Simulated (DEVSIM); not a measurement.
Device: Schottky contact on n-type β-Ga2O3, at 300 K.

| layer (left to right) | material | thickness (μm) | Nd (cm⁻³) | τn (s) | τp (s) |
|---|---|---|---|---|---|
| 1 | β-Ga2O3 | 19.0 | 9.8e15 | 8.3e-10 | 8.3e-10 |
| 2 | β-Ga2O3 | 15.0 | 5.7e17 | 8.3e-10 | 8.3e-10 |

Left contact: Schottky, work function 5.52 eV, emission velocity 8.2e6 cm/s. Right contact: ohmic. Voltage is applied to the left contact. Recombination: SRH at mid-gap, radiative, Auger. Mobility is μmin + (μ − μmin)/(1 + (N/Nref)^α).

The device is made up for the run: typed textbook-type constants, with dimensions and the other settings drawn at random. Values at 300 K; Nc and Nv go as T^1.5, mobilities as T to minus their exponent, the gap by Varshni's rule with the affinity fixed.

| parameter | β-Ga2O3 |
|---|---|
| gap (eV) | 4.8 |
| affinity (eV) | 4 |
| permittivity | 10 |
| Nc (cm⁻³) | 3.7e18 |
| Nv (cm⁻³) | 5e20 |
| μn (cm²/Vs) | 160 |
| μp (cm²/Vs) | 1 |
| μn,min | 20 |
| μp,min | 0.1 |
| Nref,n | 1e18 |
| Nref,p | 1e18 |
| αn | 0.8 |
| αp | 0.8 |
| T exponent of μn | 1.8 |
| T exponent of μp | 1.5 |
| B (cm³/s) | 1e-12 |
| Cn (cm⁶/s) | 1e-31 |
| Cp (cm⁶/s) | 1e-31 |
| Varshni α (eV/K) | 0.0004 |
| Varshni β (K) | 600 |

DEVSIM, 1D drift-diffusion, Boltzmann statistics, complete ionisation; no tunnelling, impact ionisation, image-force lowering or self-heating. Metal contacts follow the ideal Schottky-Mott rule: no Fermi-level pinning, no interface dipoles.

Base results: potential step across the device at zero bias (V) 1.472; dark forward voltage at 1 A/cm² (V) 1.161.

Question: What follows from this one change: metal work function 5.52 → 5.42 eV?

Answer: potential step across the device at zero bias 1.472 → 1.372 V; dark forward voltage at 1 A/cm² 1.161 → 1.061 V.

Question: What follows from this one change: metal work function 5.52 → 5.72 eV?

Answer: potential step across the device at zero bias 1.472 → 1.672 V; dark forward voltage at 1 A/cm² 1.161 → 1.361 V.

Question: What follows from this one change: doping Nd of layer 2 5.7e+17 → 1.7e+16 cm^-3?

Answer: potential step across the device at zero bias 1.472 → 1.381 V; dark forward voltage at 1 A/cm² little changed (1.165 V).
